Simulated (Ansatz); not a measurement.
System: Pt (model structure, started from the diamond type, Fd-3m, No. 227, 2 atoms in the cell). Method: r²SCAN (Ansatz, a first-principles code, plane waves, PAW).

The run printed, among other lines:

```
WARN output.stress: scf.convergence.dr2_threshold = 1e-7 eV (the SCF's general default) is looser than the 2e-10 eV advised for a printed stress (1e-10 eV for …
Relaxation: its limit of steps is 80 (relax.max_steps)
Crystal: 2 atoms, lattice volume = 47.731 Å³
Basis set: ecut = 560 eV, 1459 PW (Γ), exchange–correlation on 96×96×96 points (27 copies of the dense FFT grid, shifted against one another)
Bands: 22, of which v1, the nominal top of the filled ones, is band 18 counted from 1 (17 counted from 0)
Symmetry: 48 space group operations
Space group: Fd-3m (ITA 227), of the structure as read, at distance tolerance 3.6e-5 Å
k-points: 195 of 5832
Functional: x = r2scan, c = r2scan; τ floored in thin density (d = 2e-4 eV/Å³)
SCF iter   1: F=—  HF=-25071.332201 eV  |F-HF|=—  |Δ(HF+E_count)|=         —  Δρ=1.05e-2  dr2=5.06e-2  dr2_τ=2.27e-2
SCF iter   2: F=—  HF=-25071.329464 eV  |F-HF|=—  |Δ(HF+E_count)|=   2.74e-3  Δρ=5.09e-3  dr2=9.12e-3  dr2_τ=3.87e-3
  ...
SCF 1 converged in 6 iterations: F = -25071.329907 eV  dr2 = 4.23e-10
relax step   1: F+E_penalty+E_count = -25071.32990745 eV  Δ(F+E_penalty+E_count) = +0.000e0 eV  max|allowed force component| = 6.014e-17 eV/Å  Δτ_max = 0.0000 Å  (6 SCF iters, accepted)
Crystal: 2 atoms, lattice volume = 47.731 Å³
Initial density: handed on by an earlier stage of this run
SCF iter   1: F=—  HF=-25071.329907 eV  |F-HF|=—  |Δ(HF+E_count)|=         —  Δρ=1.37e-6  dr2=4.24e-10  dr2_τ=3.75e-11
SCF iter   2: F=-25071.329907 eV  HF=-25071.329907 eV  |F-HF|=3.64e-12  |Δ(HF+E_count)|=   1.15e-9  Δρ=4.66e-7  dr2=9.39e-11  dr2_τ=1.46e-11
SCF 2 converged in 2 iterations: F = -25071.329907 eV  dr2 = 9.39e-11
SCF converged after 2 iterations
Free energy (F): -25071.329907 eV
Internal energy: -25071.284179 eV  (E = F + TS)
E sigma→0 (E₀):  -25071.307043 eV
Fermi energy:    12.601037 eV
--- Forces (eV/Å), atoms counted from 1 ---
  atom   1  Pt     0.00000000    -0.00000000    -0.00000000
  atom   2  Pt     0.00000000     0.00000000    -0.00000000
--- Stress (GPa, compression-positive) ---
       -2.430567       0.000000       0.000000
        0.000000      -2.430567       0.000000
        0.000000      -0.000000      -2.430567
  P = ⅓ Tr σ = -2.4306 GPa (-24.306 kbar)
```

Problem. Write an input file that could have produced this run (the log leaves some choices open).

Solution. One answer among several that fit: 
Ansatz 0.2 input:
```yaml
crystal:
  lattice:
    - [0.0, 2.8790912458, 2.8790912458]
    - [2.8790912458, 0.0, 2.8790912458]
    - [2.8790912458, 2.8790912458, 0.0]
  atoms:
    - { symbol: Pt, position: [0.25, 0.25, 0.25] }
    - { symbol: Pt, position: [0.0, 0.0, 0.0] }
basis:
  ecutwfc: 560
  ecutrho_ratio: 4
  xc_grid: 3
kpoints:
  mp_grid: { grid: [18, 18, 18] }
hamiltonian:
  xc: r2scan
  dispersion: none
  pseudopotentials: { kind: paw }
scf:
  occupations: { method: fermi_dirac, width: 0.05 }
output:
  forces: true
  stress: true
  eigenvalues: true
relax:
  f_tol: 0.004
  escape_saddle: false
  max_steps: 80
```

The cell is one volume of an energy–volume scan, off the minimum.

The PAW data were made under PBE.

Note: the relaxation could raise the start's symmetry but not lower it, so the cell can be a saddle point.

Computing time: about 50 core-seconds (a rough figure).

A model structure was made by putting elements into a prototype or built by hand; it is no filed structure, need not be a known phase, and can be a saddle point held by its symmetry.
